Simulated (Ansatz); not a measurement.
## What biaxial strain +3.00 %, plane normal [001], relaxed out of plane does to Cu3N

The parent structure is Cu₃N (space group Pm-3m, No. 221; a = 3.7649 Å). Axes: x, y, z lie along the cube axes.

One thing is altered: biaxial strain +3.00 %, plane normal [001], relaxed out of plane (Cartesian); in-plane vectors clamped, the third vector and the atoms free.

All numbers come from PBEsol (Ansatz, a program for electronic structure), no SOC. Γ-centred 12×12×12 mesh, Fermi–Dirac width 0.05 eV.

| quantity | base | changed | shift |
|---|---|---|---|
| volume per atom | 13.34 Å³ | 13.98 Å³ | +0.64 Å³ |
| space group | Pm-3m (No. 221) | P4/mmm (No. 123) | – |
| shortest interatomic distance | 1.882 Å | 1.859 Å | -0.023 Å |
| energy relative to the base (free energy F) | 0 meV/atom | +21 meV/atom | +21 meV/atom |
| pressure (mean of the normal stresses, compression positive) | 0.0 GPa | -5.2 GPa | -5.2 GPa |
| band gap | zero | 0.14 eV | – |
| gap character | – | indirect, A → M | – |
| smallest direct gap | 0.55 eV | 0.64 eV | +0.09 eV |
| electron mass | – | 2.1 mₑ out of plane, 0.16 mₑ in plane (at M) | – |
| valley order (the lowest conduction-band minima on the path, energy above the VBM, named in the base's zone) | M along ⟨110⟩ 0.02 eV; Γ 1.10 eV | M along [110] 0.14 eV; M along [011] 0.17 eV; Γ 0.95 eV; X along [001] 1.35 eV | – |
| out-of-plane strain (rough) | – | -1.22 % | – |

Cost of the whole job for the changed cell (relaxation, final SCF and bands): around 2.7 core-minutes (rough).

Without a gap, meshes like the base's 12×12×12 leave anisotropic stresses uncertain by several tenths of a GPa, and small strain energies with them. Masses are band curvatures over ±0.01 Å⁻¹ around the edge. No phonon test of stability was made. All final runs are without spin polarisation. Gaps under 0.05 eV, about the width of the smearing, are given as zero. The zero or small gap of Cu3N can change with the level of theory. k-point labels follow each cell's own Brillouin zone.
